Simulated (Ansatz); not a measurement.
## SiO2: response to strain

The parent structure is SiO2 in the rutile structure (space group P4_2/mnm, No. 136).

```
SiO2
1.0
    4.19450     0.00000     0.00000
    0.00000     4.19450     0.00000
    0.00000     0.00000     2.67848
Si O
2 4
Direct
  0.00000   0.00000   0.00000
  0.50000   0.50000   0.50000
  0.30606   0.30606   0.00000
  0.80606   0.19394   0.50000
  0.19394   0.80606   0.50000
  0.69394   0.69394   0.00000
```

Strains are applied to the cell and any free atomic positions relax.

Computed with PBEsol (Ansatz, a quantum-chemistry and plane-wave program, PAW, no SOC).

```tsv
change	band gap	volume per atom	electron mass
base	5.35 eV	7.85 Å³	0.37 mₑ along c, 0.47 mₑ across (at Γ)
isotropic strain +0.60 %	5.07 eV	8.00 Å³	0.36 mₑ along c, 0.46 mₑ across (at Γ)
isotropic strain +1.20 %	4.79 eV	8.14 Å³	[?]
isotropic strain +1.80 %	[?]	8.29 Å³	[?]
isotropic strain +2.40 %	4.25 eV	8.43 Å³	0.33 mₑ along c, 0.41 mₑ across (at Γ)
isotropic strain +3.00 %	[?]	8.58 Å³	0.32 mₑ along c, 0.40 mₑ across (at Γ)
```

**Question.** What belongs in the blanks?

**Answer.** 
- isotropic strain +1.20 %, electron mass: 0.35 mₑ along c, 0.44 mₑ across (at Γ)
- isotropic strain +1.80 %, band gap: 4.52 eV
- isotropic strain +1.80 %, electron mass: 0.34 mₑ along c, 0.42 mₑ across (at Γ)
- isotropic strain +3.00 %, band gap: 4.00 eV

Effective masses come from finite differences of ±0.01 Å⁻¹. Stability against distortions was not tested.
